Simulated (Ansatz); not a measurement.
Results of HSE06 in Ansatz (plane waves, PAW) for L1₀ (CuAu-type) TiAl.

Numerical settings: plane-wave cutoff 520 eV, 12×12×8 k mesh (along the axes of the cell as run), Fermi–Dirac smearing 0.05 eV, no spin polarisation, scalar-relativistic PAW data made under PBE.

Starting structure:

```yaml
crystal:
  lattice:
    - [2.83000, 0.00000, 0.00000]
    - [0.00000, 2.83000, 0.00000]
    - [0.00000, 0.00000, 4.07000]
  atoms:
    - { symbol: Ti, position: [0.00000, 0.00000, 0.00000] }
    - { symbol: Al, position: [0.50000, 0.50000, 0.50000] }
```

Question: Into what structure does the relaxation of cell and atoms lead at this level, with the symmetry of the start kept?

Answer: The volume shrinks by 1.7 %; final space group P4/mmm.
```yaml
crystal:
  lattice:
    - [2.81003, 0.00000, 0.00000]
    - [0.00000, 2.81003, 0.00000]
    - [0.00000, 0.00000, 4.05894]
  atoms:
    - { symbol: Ti, position: [0.00000, 0.00000, 0.00000] }
    - { symbol: Al, position: [0.50000, 0.50000, 0.50000] }
```

Note: the run warned that the count of filled bands differs between k points.

Ansatz is an electronic-structure program.
